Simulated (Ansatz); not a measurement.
The reference is Na in the bcc (W type) structure (space group Im-3m, No. 229; a = 4.1735 Å; relaxed with 0.1 eV smearing).

All numbers come from Kohn–Sham DFT with the PBEsol functional, run in Ansatz (an electronic-structure program) with PAW and 420 eV plane waves, no spin-orbit coupling.

Base values:

| Property | Value |
|---|---|
| Pressure | 0.0 GPa |

Perturbation: an isotropic linear strain of −2.00 %, atoms relaxed at fixed cell.

### Question
What does the calculation give for the pressure and energy relative to the base after the change?

### Answer
The pressure goes from zero to 0.5 GPa; the energy increases by 3.4 meV/atom.

No phonon test of stability was made.
